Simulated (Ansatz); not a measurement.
Effect of Sn vacancy, symmetric start on ZnCu2SnSe4

The parent structure is a 24-atom supercell of ZnCu$_{2}$SnSe$_{4}$ (space group I-4, No. 82; a = 5.658 Å, c = 11.318 Å) at its relaxed geometry.

One thing is altered: one Sn atom is removed, atoms relaxed at fixed cell.

The values are results of DFT with PBEsol, PAW potentials and a 420 eV plane-wave cutoff in Ansatz (a quantum-chemistry and plane-wave program), spin-orbit coupling left out, earlier PAW set, not measurements. k-mesh 4×4×2 (Γ-centred); smearing 0.05 eV (Fermi–Dirac).

| quantity | base | changed | shift |
|---|---|---|---|
| largest displacement of a host atom from its site in the perfect cell | – | 0.26 Å | – |
| mean distance from the defect site to its nearest host atoms | 2.59 Å | 2.44 Å | -0.15 Å |

Final structure:

```yaml
crystal:
  lattice:
    - [-2.82924, 2.82924, 5.65923]
    - [2.82924, -2.82924, 5.65923]
    - [11.31696, 5.65848, 0.00000]
  atoms:
    - { symbol: Cu, position: [0.00809, 0.00809, 0.00000] }
    - { symbol: Cu, position: [0.66227, 0.32730, 0.32389] }
    - { symbol: Cu, position: [0.32730, 0.66227, 0.67611] }
    - { symbol: Cu, position: [0.57452, 0.92719, 0.16014] }
    - { symbol: Cu, position: [0.24565, 0.24565, 0.50000] }
    - { symbol: Cu, position: [0.92719, 0.57452, 0.83986] }
    - { symbol: Zn, position: [0.10640, 0.39909, 0.15436] }
    - { symbol: Zn, position: [0.74918, 0.74918, 0.50000] }
    - { symbol: Zn, position: [0.39909, 0.10640, 0.84564] }
    - { symbol: Sn, position: [0.16519, 0.83074, 0.33029] }
    - { symbol: Sn, position: [0.83074, 0.16519, 0.66971] }
    - { symbol: Se, position: [0.47706, 0.28388, 0.16197] }
    - { symbol: Se, position: [0.13344, 0.60680, 0.51356] }
    - { symbol: Se, position: [0.78668, 0.94313, 0.84630] }
    - { symbol: Se, position: [0.94313, 0.78668, 0.15370] }
    - { symbol: Se, position: [0.60680, 0.13344, 0.48644] }
    - { symbol: Se, position: [0.28388, 0.47706, 0.83803] }
    - { symbol: Se, position: [0.36707, 0.88180, 0.00614] }
    - { symbol: Se, position: [0.03583, 0.22791, 0.33196] }
    - { symbol: Se, position: [0.69578, 0.56501, 0.67252] }
    - { symbol: Se, position: [0.56501, 0.69578, 0.32748] }
    - { symbol: Se, position: [0.22791, 0.03583, 0.66804] }
    - { symbol: Se, position: [0.88180, 0.36707, 0.99386] }
```

In so small a cell the defect repeats every few ångströms: this is an ordered compound, not a dilute defect. The defect started on the symmetric site and kept its symmetry, so it may sit on a saddle. All final runs are without spin polarisation. The defect cell is not spin-polarised.
